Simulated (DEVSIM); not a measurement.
Structure: Ru/Al2O3/n-Ge capacitor, at 250 K.

```csv
layer (left to right),material,thickness (nm),Nd (cm⁻³)
1,Al2O3,7.70,-
2,Ge,600,9.7e17
```

Metal gate on the left, work function 4.7 eV. Fixed charge at the semiconductor interface 8.05e11 cm⁻² (in units of +e); no interface traps.

The device is made up for the run: typed textbook-type constants, with dimensions and the other settings drawn at random. Values at 300 K; Nc and Nv go as T^1.5, mobilities as T to minus their exponent, the gap by Varshni's rule with the affinity fixed.

```tsv
parameter	Al2O3	Ge
gap (eV)	6.8	0.664
affinity (eV)	1.35	4
permittivity	9	16
Nc (cm⁻³)	-	1.04e19
Nv (cm⁻³)	-	6e18
Varshni α (eV/K)	-	0.000477
Varshni β (K)	-	235
```

Model (solved in DEVSIM): 1D Poisson equation in equilibrium, Boltzmann statistics, complete ionisation; no quantum confinement or tunnelling. Metal contacts follow the ideal Schottky-Mott rule: no Fermi-level pinning, no interface dipoles.

Give the band bending (positive: bands bend down) and minority sheet density.


```json
[
 {"Vg (V)": "-0.6", "ψs (V)": "-0.618", "minority carriers (cm⁻²)": "1.1e11"},
 {"Vg (V)": "-0.3", "ψs (V)": "-0.424", "minority carriers (cm⁻²)": "< 1e8"},
 {"Vg (V)": "0", "ψs (V)": "-0.234", "minority carriers (cm⁻²)": "< 1e8"},
 {"Vg (V)": "0.3", "ψs (V)": "-0.078", "minority carriers (cm⁻²)": "< 1e8"},
 {"Vg (V)": "0.6", "ψs (V)": "0.015", "minority carriers (cm⁻²)": "< 1e8"}
]
```
